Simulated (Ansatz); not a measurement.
Consider the energy of the reaction as written. Reaction: cell B → cell A. A negative value means that the right-hand side lies lower.

Cell A: a sheet of composition Al3, 3 atoms, hexagonal cell of 5.23 Å (23.7 Å²), symmetry P6/mmm within 0.02 Å, 0.0 Å thick under 16 Å of vacuum, in-plane vectors relaxed; planes from bottom to top: Al3, all atoms in one plane; a model cell; spin state with PBE: run without spin, k-point mesh 18×18×1.
```
CELL_PARAMETERS angstrom
      5.23281     0.00000     0.00000
     -2.61641     4.53175     0.00000
      0.00000     0.00000    16.00000
ATOMIC_POSITIONS crystal
  Al 0.50000 0.00000 0.50000
  Al 0.00000 0.50000 0.50000
  Al 0.50000 0.50000 0.50000
```

Cell B: a sheet of composition Al3, 3 atoms, square cell of 5.00 Å (25.0 Å²), symmetry P4/mmm within 0.02 Å, 0.0 Å thick under 16 Å of vacuum, in-plane vectors relaxed; planes from bottom to top: Al3, all atoms in one plane; a model cell; spin state with PBE: run without spin, k-point mesh 12×12×1.
```xyz
3
Lattice="4.9955 0.0000 0.0000 0.0000 4.9955 0.0000 0.0000 0.0000 16.0000" Properties=species:S:1:pos:R:3 pbc="T T T"
Al     0.0000     0.0000     8.0000
Al     2.4978     0.0000     8.0000
Al     0.0000     2.4978     8.0000
```

All numbers come from Ansatz (a quantum-chemistry and plane-wave program), plane waves with PAW, its PAW set soft_1, cutoff 420 eV, 500 eV for r2SCAN. The structures are at rest with PBE; other levels are single points on them. Neutral cells; Fermi-Dirac smearing of at most 0.10 eV in the solids, energies taken to zero width. The lattices are those relaxed with PBE, so at other levels the solids can be strained, which adds to the spread. A dispersion term (D3(BJ), or D4 for r2SCAN) was computed beside these levels and is taken off wherever the name lacks it. Nuclei at rest; no vibrational terms. The cells' k-point meshes differ in density, so the last digit is unsettled. Cell A has symmetry P6/mmm within 0.02 Å and got no random move, so less symmetric positions, which may lie lower, weren't tried. Cell B has symmetry P4/mmm within 0.02 Å and got no random move, so less symmetric positions, which may lie lower, weren't tried.

### Question
Give the value at the level r2SCAN.

### Answer
-0.39 eV, for cell B → cell A.

### Question
How does the value move with the functional?

### Answer
| Level | value (eV) | less r2SCAN |
|---|---|---|
| PBE | -0.37 | 0.02 |

The levels shown span only 0.02 eV, too little to tell them apart.
